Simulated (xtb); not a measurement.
xtb 6.7.1, GFN1-xTB: Si(H)(Br)(OH)(NMe2) (CN(C)[SiH](O)Br), 14 atoms. The geometry is a generated start, not checked to be a minimum at this level.

```json
{
 "method": "GFN1-xTB",
 "--acc": "1 (default)",
 "--etemp (K)": "300 (default)",
 "detailed input (--input)": "none: ANC optimiser, Lindh (1995) Hessian, microcycle=20, maxdispl=1.0, hlow=0.01 (default)",
 "basis_functions": "52",
 "valence_electrons": "38"
}
```

```xyz
14

Si     0.9421     1.0440    -0.4261
O      2.3257     0.3269    -0.8609
Br     1.6187     2.2038     1.3290
N     -0.2610    -0.1156    -0.0778
C      0.0349    -1.3307     0.6431
C     -1.6606     0.2253    -0.0382
H      0.4141     1.9807    -1.3984
H      2.3498    -0.3108    -1.5674
H     -0.5290    -2.1618     0.2102
H     -0.2386    -1.2408     1.6999
H      1.0975    -1.5548     0.5798
H     -1.8419     1.1238    -0.6208
H     -2.0028     0.4009     0.9872
H     -2.2489    -0.5908    -0.4596
```

The structure is relaxed from this start with --opt LEVEL for the levels crude, sloppy, loose, lax, normal, tight, vtight, extreme, once each. Up to the end of the extreme run atoms move by at most 1.1 Å along an axis.

Problem. What is the loosest level that ends within 5 meV of the extreme run, and how many cycles does it take?

Solution. lax: 31 cycles against 49, ending 1.4 meV above.

```csv
level,cycles,energy above the extreme run (meV),gradient norm (eV/Å)
crude,9,78,0.39
sloppy,22,11,0.27
loose,23,10,0.17
lax,31,1.4,0.046
normal,36,0.21,0.035
tight,41,0.033,0.024
vtight,44,under 0.01,0.0063
extreme,49,—,0.0019
```
